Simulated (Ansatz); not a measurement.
## TlBiS2: stress against strain

TlBiS2 (R-3m, 26.133 Å³/atom and stress up to 0.01 GPa in the relaxed cell, c along z) under a strain ε along c (axis z), the other axes held. PBEsol in Ansatz, a plane-wave DFT program (PAW, default set), 420 eV, 9×9×9 Γ-centred mesh, Fermi-Dirac smearing 0.05 eV; ions are relaxed, or left where forces stay under 0.02 eV/Å, within the symmetry of each cell. Stress is positive for a compressed cell.

Here s stands for strain and y for stress zz.

```csv
strain (%),stress zz (GPa)
-1.20,0.78
-0.60,0.39
0.00,0.00
0.60,-0.36
1.20,-0.73
3.00,?
```

Task: Fit y against s with a straight line, and predict the withheld value at s = 3.00.

Result: Means: s 0, y 0.016. About the means, the sum of products is -2.2620 and the sum of squares of s is 3.6000; the slope is their ratio. Least squares gives y = 0.016 - 0.6283·s. Residuals (row less fit): 0.010, -0.003, -0.016, 0.001, 0.008; standard error 0.012 (degrees of freedom: 3). The slope gives the elastic constant C33 = 62.8 ± 0.6 GPa (± standard error of the fit, which holds the terms cut off). At the withheld row, y = 0.016 - 0.6283 × 3.0 = -1.869 GPa. The calculation gives -1.79 GPa, 0.079 GPa above the prediction (3.1 % of the range of y in the table). The row lies outside the fitted rows, so this is an extrapolation. From the scatter of the fitted rows alone, a prediction at this place has a standard error of 0.023 GPa, so the miss is 3.4 times that.

A polynomial of degree 2 through the 10 other runs of the series gives -1.79 there, so most of the miss is curvature that the fit leaves out. The start is a measured cell from the literature; how it stands against other phases or cation orders wasn't checked. Spin-orbit coupling is left out, which can shift these values for the heavy elements here. Rows are the converged runs of the series near zero and its far end, less any whose ions stayed unrelaxed beside relaxed ones; series whose fitted rows scatter by over a few per cent of the range, as at a crossing or softening among them, aren't shown in this form. Most that stay on the fit to the last digits aren't either.
